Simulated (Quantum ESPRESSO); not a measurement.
One base run on Ni6OF11 (P1, 18 atoms in the cell) and variants with one or two settings moved

```xyz
18
Lattice="4.6226 0.0000 0.0000 0.0412 5.5436 0.0000 0.0440 0.4808 7.6492" Properties=species:S:1:pos:R:3 pbc="T T T"
Ni     2.4271     3.2195     7.6235
Ni     2.3220     1.0915     2.5609
Ni     2.3715     4.9343     5.0932
Ni     0.0575     3.8492     2.5341
Ni     4.6283     2.1783     5.1506
Ni     4.6407     0.5167     7.6400
O      3.7725     2.0751     6.8779
F      3.7672     3.7720     4.3196
F      3.7650     5.4597     1.7783
F      3.2926     4.8544     6.8688
F      3.2410     2.6925     1.7838
F      3.2526     0.9902     4.3233
F      1.4591     5.0236     3.3161
F      1.4630     3.3353     5.8738
F      1.4155     1.1765     0.7799
F      0.9541     0.5668     5.8714
F      0.9248     2.2513     3.3587
F      0.9501     3.9421     0.7383
```
Moments meant for the start (each program seeds them in its own way; μB, in the order of the atoms Ni Ni Ni Ni Ni Ni O F F F F F F F F F F F): 2.0 2.0 2.0 2.0 2.0 2.0 0.0 0.0 0.0 0.0 0.0 0.0 0.0 0.0 0.0 0.0 0.0 0.0.

Base run A: PBEsol, PSlibrary PAW (PBE) pseudopotentials (Quantum ESPRESSO), self-consistent single point.

Its settings: ecutwfc = 55 Ry; ecutrho = 330 Ry; occupations = smearing; smearing = gauss; degauss = 0.00147 Ry; nspin = 2; input_dft = pbesol; K_POINTS = automatic 3 3 2 0 0 0; conv_thr = 1e-10 Ry; mixing_beta = 0.3.

The starting cell comes from a database of computed structures (which also holds hypothetical and non-ambient phases and stackings), without a prior relaxation at this level. Its lattice was rescaled by a random factor within 2.5 % of one. The magnetic order is the one reached from the typed start; others were not searched systematically. In the base run, forces exceed 1 eV/Å.

ΔF is the free energy per atom less that of run A. A dash stands where there is no value to compare (another energy zero or no entropy term, no result, no spin, no clean gap, or a mesh too coarse for one). 

Run A gave: pressure (GPa) -1.13; largest force (eV/Å) 1.105; size of the net moment (μB/atom) 0.72; k-points 10; ending converged.

Runs:
- B: K_POINTS: automatic 3 3 2 0 0 0 → automatic 1 1 1 0 0 0
- C: lattice scaled by 0.985; ecutwfc: 55 Ry → 33 Ry; ecutrho: 330 Ry → 198 Ry
- D: nosym: default → true
- E: nbnd: default → 74

**Question.** What does run C change against A?

**Answer.** The free energy goes up by 237 meV/atom, the pressure goes from -1.13 to -16.22 GPa, the largest force hardly changes (1.105 to 1.113 eV/Å), the gap on the mesh goes from 0.204 to 0.071 eV and the size of the net moment stays at 0.72 μB/atom.

**Question.** What does run E change against A?

**Answer.** The run ended unconverged after 100 iterations.

```csv
run,ΔF (meV/atom),pressure (GPa),largest force (eV/Å),size of the net moment (μB/atom),k-points,ending
A,0.00,-1.13,1.105,0.72,10,converged
B,35.2,-2.32,1.332,0.61,1,converged
C,236.6,-16.22,1.113,0.72,10,converged
D,0.00,-1.13,1.105,0.72,10,converged
E,–,–,–,–,10,not converged
```
